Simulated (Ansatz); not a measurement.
Start from a 9-atom supercell of MoSi$_{2}$ (space group I4/mmm, No. 139; a = 3.2022 Å, c = 7.8195 Å) at its relaxed geometry.

All numbers come from Ansatz (a quantum-chemistry and plane-wave program), r2SCAN, PAW, cutoff 500 eV, spin-orbit coupling left out, earlier PAW set.

One neutral defect a cell, atoms relaxed at fixed cell.

One change was made to it. Results:

The pressure goes from zero to -2.5 GPa; the largest displacement of a host atom from its site in the perfect cell is 0.94 Å.

Q: What was done to the base?
A. C on a Mo site
B. Si on a Mo site (antisite)
C. Mo vacancy
D. Mo interstitial (started 1.60 Å from the nearest host atom), symmetric start

A: C, Mo vacancy. For comparison, the pressure in the other runs: Si on a Mo site (antisite) gives 2.9 GPa; Mo interstitial (started 1.60 Å from the nearest host atom), symmetric start gives 61.9 GPa; C on a Mo site gives 4.2 GPa.

In so small a cell the defect repeats every few ångströms: this is an ordered compound, not a dilute defect. A case with no gap was solved on a k-mesh chosen for an insulator, which is coarse for it. Defects with a symmetric start kept the site's symmetry and may sit on a saddle; the others started slightly shaken. The final runs are not spin-polarised.
